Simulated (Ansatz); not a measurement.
Phonon-limited resistivity of YSi (Cmcm) against temperature in μΩ·cm, PBEsol, DFPT electron-phonon coupling, linearised Boltzmann equation (Ansatz, a quantum-chemistry and plane-wave program), harmonic crystal at a fixed cell. x, y and z are the axes of this cell:
```yaml
crystal:
  lattice:
    - [2.11724, -5.23265, 0.00000]
    - [2.11724, 5.23265, 0.00000]
    - [0.00000, 0.00000, 3.80126]
  atoms:
    - { symbol: Y, position: [0.14060, 0.85940, 0.25000] }
    - { symbol: Y, position: [0.85940, 0.14060, 0.75000] }
    - { symbol: Si, position: [0.42389, 0.57611, 0.25000] }
    - { symbol: Si, position: [0.57611, 0.42389, 0.75000] }
```

| T | ρ (x) | ρ (y) | ρ (z) |
|---|---|---|---|
| 50 K | 1.58 | 0.88 | 0.27 |
| 77 K | 6.1 | 3.4 | 1.14 |
| 100 K | 11.6 | 6.3 | 2.1 |
| 150 K | 25 | ? | 4.5 |
| 200 K | 40 | ? | 6.9 |
| 250 K | 53 | 28 | 9.2 |
| 273 K | 60 | 32 | 10.3 |
| 300 K | 67 | 35 | 11.5 |
| 350 K | 80 | 43 | 13.7 |
| 400 K | 93 | 49 | 15.9 |

### Question
Complete the blanks.

### Answer

- 150 K, ρ (y): 13.6
- 200 K, ρ (y): 21

A metal at this level (no band gap). Only scattering by harmonic phonons is included (no impurities, grain boundaries, electron-electron scattering or thermal expansion). Spin-orbit coupling is left out. Halving the electron mesh (24x24x24) moves the resistivity by up to 9 %. Smearing 0.20 eV; phonons on a 4x4x4 q mesh, which this run doesn't test and which matters most at low temperature.
